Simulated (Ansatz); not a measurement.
**BN: point defects**

The parent structure is an 8-atom supercell of BN in the zinc blende structure (space group F-43m, No. 216) at its relaxed geometry.

```
CELL_PARAMETERS angstrom
     -3.62409     0.00000     0.00000
      0.00000     0.00000     3.62409
      0.00000     3.62409     0.00000
ATOMIC_POSITIONS crystal
  N  0.25000 0.75000 0.75000
  N  0.75000 0.75000 0.25000
  N  0.75000 0.25000 0.75000
  N  0.25000 0.25000 0.25000
  B  0.00000 0.00000 0.00000
  B  0.50000 0.00000 0.50000
  B  0.50000 0.50000 0.00000
  B  0.00000 0.50000 0.50000
```

One neutral defect a cell, atoms relaxed at fixed cell.

Method: Ansatz (a first-principles code) PBE, no SOC, earlier PAW set.

```tsv
case	largest displacement of a host atom from its site in the perfect cell	pressure
perfect supercell	–	0.0 GPa
N vacancy, symmetric start	0.08 Å	-3.7 GPa
B vacancy, symmetric start	0.11 Å	4.9 GPa
H interstitial (started 1.57 Å from the nearest host atom)	0.03 Å	26.3 GPa
```

The magnetic state is the one reached from the starting moments; the real material's order can differ, and small cells can't hold many antiferromagnetic ones. The cell is small, so the values are those of an ordered compound at a high defect concentration; dilute-limit values will differ. The mesh was chosen for an insulator and is coarse for the gapless case. Defects with a symmetric start kept the site's symmetry and may sit on a saddle; the others started slightly shaken. Starting moments died away, wholly or in part, for N vacancy; another magnetic solution may exist.
